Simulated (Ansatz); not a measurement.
## A computed series for CuAu: response to strain

The parent structure is CuAu (space group P4/mmm, No. 123; a = 2.8694 Å, c = 3.6452 Å; relaxed with 0.1 eV smearing). Axes: x, y, z lie along a, b, c of the conventional cell.

Strains are applied to the cell and any free atomic positions relax; under biaxial strain the out-of-plane vector relaxes too.

All numbers come from PBE (Ansatz, an electronic-structure program), without spin-orbit coupling.

```csv
"biaxial strain, plane normal [001], relaxed out of plane (%)",out-of-plane strain (%)
0,0.00
0.5,-0.90
1,-1.81
1.5,-2.74
2,?
2.5,-4.60
3,-5.50
```

Fit ε⊥ = −νε + γε² (strains in %) to the rows shown and predict the withheld row.

Least squares on the printed values gives ν = 1.81 (the biaxial Poisson response) and γ = -0.009 (largest residual 0.02 %); this predicts -3.66 %, and the run gives -3.68 %, 0.02 lower.

Stability against distortions was not tested. All final runs are without spin polarisation.
